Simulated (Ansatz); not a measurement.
## Fluorite NiSi₂

All values below come from r²SCAN in Ansatz (PAW).

Numerical settings: plane-wave cutoff 500 eV, 12×12×12 k mesh, Fermi–Dirac smearing 0.05 eV, no spin polarisation, scalar-relativistic PAW data made under PBE.

Cell: relaxed at this level.

```
Item                         Value
-------------------  -------------
volume per atom      13.01 Å³/atom
lattice parameter a        5.384 Å
```

Measured, for comparison: equilibrium volume per atom 13.17 Å³/atom, lattice constant a 5.406 Å (temperature not stated, no zero-point or thermal correction; as tabulated in Wikipedia's data pages). Computed (rounded) less measured: equilibrium volume per atom -1.2 %, lattice constant a -0.4 %. A static lattice is as a rule a little smaller and stiffer than an uncorrected measurement, which narrows the difference in the equilibrium volume per atom, lattice constant a and would widen misses of the other sign.

It cost very roughly 21 core-seconds of CPU time.

Ansatz is a quantum-chemistry and plane-wave program.
